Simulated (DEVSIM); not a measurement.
## abrupt Si n-p junction

System: abrupt Si n-p junction, at 250 K.

| layer (left to right) | material | thickness (μm) | Nd (cm⁻³) | Na (cm⁻³) | τn (s) | τp (s) |
|---|---|---|---|---|---|---|
| 1 | Si | 69.0 | 6e14 | - | 1.8e-6 | 1.8e-6 |
| 2 | Si | 2.40 | - | 4.5e14 | 1.8e-6 | 1.8e-6 |

Left contact: ohmic. Right contact: ohmic. Voltage is applied to the left contact. Recombination: SRH at mid-gap. Mobility is constant in doping.

Constants are typed, rounded textbook-type inputs, not results; the design itself was drawn at random and stands for no fabricated device. Values at 300 K; Nc and Nv go as T^1.5, mobilities as T to minus their exponent, the gap by Varshni's rule with the affinity fixed.

```csv
parameter,Si
gap (eV),1.124
affinity (eV),4.05
permittivity,11.7
Nc (cm⁻³),2.86e19
Nv (cm⁻³),3.1e19
μn (cm²/Vs),1417
μp (cm²/Vs),470
T exponent of μn,2.3
T exponent of μp,2.2
Varshni α (eV/K),0.000473
Varshni β (K),636
```

Simulated with DEVSIM: 1D drift-diffusion, Boltzmann statistics, complete ionisation; no tunnelling, impact ionisation, image-force lowering or self-heating.

```json
{
  "potential_step_across_the_device_at_zero_bias": "0.676 V",
  "largest_field_in_the_device_at_zero_bias": "7100 V/cm",
  "Dark forward voltage at 1 A/cm²": "0.645 V"
}
```

Dark forward current:

(V (V), J (A/cm²)): (-0.05, -1.0e-10); (-0.15, -2.1e-9); (-0.30, -7.8e-7); (-0.40, -7.0e-5); (-0.55, -0.059); (-0.65, -1.1); (-0.75, -3.7); (-0.90, -9.5); (-1.00, -15); (-1.10, -21); (-1.25, -32); (-1.35, -42); (-1.50, -57); (-1.60, -69)

Small-signal capacitance in reverse bias (quasi-static):

```csv
V (V),C (nF/cm²)
0.1,5.40
0.25,4.92
0.5,4.34
0.75,3.93
1,3.62
1.5,3.16
2,2.85
2.5,2.63
3.25,2.44
4,2.32
5,2.20
```
